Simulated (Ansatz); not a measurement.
An Ansatz (a program for electronic structure) run: BP with a change (uniaxial strain ε_yy = −1.46 %); Kohn–Sham DFT with the r2SCAN functional, run in Ansatz with PAW and 500 eV plane waves, without spin-orbit coupling, earlier PAW set.

Input:

Ansatz 0.2 input:
```yaml
crystal:
  lattice:
    - [0, 2.2350835611, 2.2681992704]
    - [2.2681992704, 0, 2.2681992704]
    - [2.2681992704, 2.2350835611, 0]
  atoms:
    - { symbol: P, position: [0.75, 0.75, 0.75] }
    - { symbol: B, position: [0, 0, 0] }
basis: { ecutwfc: 500, ecutrho_ratio: 4, xc_grid: 4, fft_grid_basis: typed }
kpoints: { mp_grid: { grid: [12, 12, 12] } }
hamiltonian:
  xc: r2scan
  dispersion: none
  pseudopotentials: { azcp: { folder: ./paw }, kind: paw }
scf: { occupations: { method: fermi_dirac, width: 0.05 }, convergence: { dr2_threshold: 0.0000000002 } }
relax: { f_tol: 0.005, max_steps: 50 }
output: { forces: true, stress: true }
checkpoint: { write: state.ck, write_every: 1000 }
```

Output (explanatory and most iteration lines left out):

```
Relaxation: its limit of steps is 50 (relax.max_steps)
Pseudopotential: P, paw, valence charge 5
Pseudopotential: B, paw, valence charge 3
Crystal: 2 atoms, lattice volume = 22.998 Å³
Basis set: ecut = 500 eV, 569 PW (Γ), exchange–correlation on 96×96×96 points (64 copies of the dense FFT grid, shifted against one another)
Bands: 8, of which v1, the nominal top of the filled ones, is band 4 counted from 1 (3 counted from 0)
Symmetry: 8 space group operations
Space group: I-4m2 (ITA 119), of the structure as read, at distance tolerance 2.8e-5 Å
k-points: 163 of 1728 (time reversal used)
Functional: x = r2scan, c = r2scan; τ floored in thin density (d = 2e-4 eV/Å³)
SCF iter   1: F=—  HF=-917.094834 eV  |F-HF|=—  |Δ(HF+E_count)|=         —  Δρ=8.86e-2  dr2=1.95e0  dr2_τ=2.23e-1  ethr=3.10e-3  ⟨swp⟩=6.2  Hψ=12367  notcnv=0
SCF iter   2: F=—  HF=-916.676057 eV  |F-HF|=—  |Δ(HF+E_count)|=   4.19e-1  Δρ=3.14e-2  dr2=1.55e-1  dr2_τ=1.38e-2  ethr=3.10e-3  ⟨swp⟩=2.6  Hψ=3868  notcnv=0
SCF 1 converged in 8 iterations: F = -916.682771 eV  dr2 = 3.69e-13
relax step   1: F+E_penalty+E_count = -916.68277107 eV  Δ(F+E_penalty+E_count) = +0.000e0 eV  max|allowed force component| = 1.527e-16 eV/Å  Δτ_max = 0.0000 Å  (8 SCF iters, accepted)
Crystal: 2 atoms, lattice volume = 22.998 Å³
SCF iter   1: F=—  HF=-916.682771 eV  |F-HF|=—  |Δ(HF+E_count)|=         —  Δρ=5.17e-8  dr2=3.69e-13  dr2_τ=2.32e-14  ethr=1.00e-12  ⟨swp⟩=1.8  Hψ=12309  notcnv=0
SCF iter   2: F=-916.682771 eV  HF=-916.682771 eV  |F-HF|=1.14e-13  |Δ(HF+E_count)|=  5.68e-13  Δρ=2.55e-8  dr2=7.09e-14  dr2_τ=4.52e-15  ethr=1.00e-12  ⟨swp⟩=2.9  Hψ=2941  notcnv=0
SCF 2 converged in 2 iterations: F = -916.682771 eV  dr2 = 7.09e-14
SCF converged after 2 iterations
Free energy (F): -916.682771 eV
Internal energy: -916.682771 eV  (E = F + TS)
E sigma→0 (E₀):  -916.682771 eV
Entropy (-TS):   -0.000000 eV (-0.000 meV/atom)
Fermi energy:    10.092502 eV
--- Forces (eV/Å), atoms counted from 1 ---
  atom   1  P      0.00000000     0.00000000     0.00000000
  atom   2  B     -0.00000000     0.00000000     0.00000000
--- Stress (GPa, compression-positive) ---
        1.151332      -0.000000       0.000000
        0.000000       5.357234       0.000000
        0.000000       0.000000       1.151332
  P = ⅓ Tr σ = 2.5533 GPa (25.533 kbar)
--- Relaxed structure (1 steps of the walk, 1 accepted, 0 SCFs on fresh bases) ---
  atoms:
    - { symbol: P, position: [0.7499999999999999, 0.7499999999999999, 0.7499999999999999] }
    - { symbol: B, position: [0.0, 0.0, 0.0] }
```

No phonon test of stability was made. The cell was made from BP in the zinc blende structure (space group F-43m, No. 216) by this change: uniaxial strain ε_yy = −1.46 %.
